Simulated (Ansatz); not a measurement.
# ScAl3, point defects

The parent structure is a 16-atom supercell of ScAl₃ in the Cu3Au type structure (space group Pm-3m, No. 221) at its relaxed geometry.

```xyz
16
Lattice="4.1055 -4.1055 -4.1055 -4.1055 4.1055 -4.1055 4.1055 4.1055 4.1055" Properties=species:S:1:pos:R:3 pbc="T T T"
Al     0.0000     2.0528    -2.0528
Al     4.1055    -2.0528    -2.0528
Al     4.1055     2.0528    -2.0528
Al     4.1055     2.0528     2.0528
Al     2.0528     2.0528    -4.1055
Al     2.0528     2.0528     0.0000
Al    -2.0528     2.0528    -4.1055
Al     2.0528    -2.0528    -4.1055
Al     2.0528     0.0000    -2.0528
Al    -2.0528     4.1055    -2.0528
Al     2.0528     4.1055     2.0528
Al     2.0528     4.1055    -2.0528
Sc     0.0000     0.0000    -4.1055
Sc     0.0000     0.0000     0.0000
Sc     0.0000     4.1055     0.0000
Sc     4.1055     0.0000     0.0000
```

One neutral defect a cell, atoms relaxed at fixed cell.

The values are results of PBE (Ansatz, an electronic-structure program, PAW, spin-orbit coupling left out), not measurements.

```json
[
 {"case": "perfect supercell", "largest displacement of a host atom from its site in the perfect cell": "–", "pressure": "0.0 GPa"},
 {"case": "Al vacancy, symmetric start", "largest displacement of a host atom from its site in the perfect cell": "0.04 Å", "pressure": "-0.5 GPa"},
 {"case": "Tl on a Al site", "largest displacement of a host atom from its site in the perfect cell": "0.06 Å", "pressure": "3.0 GPa"},
 {"case": "Al on a Sc site (antisite)", "largest displacement of a host atom from its site in the perfect cell": "0.04 Å", "pressure": "0.2 GPa"},
 {"case": "Sc interstitial (started 1.78 Å from the nearest host atom), symmetric start", "largest displacement of a host atom from its site in the perfect cell": "0.83 Å", "pressure": "12.4 GPa"}
]
```

In so small a cell the defect repeats every few ångströms: this is an ordered compound, not a dilute defect. Defects with a symmetric start kept the site's symmetry and may sit on a saddle; the others started slightly shaken. The final runs are not spin-polarised.
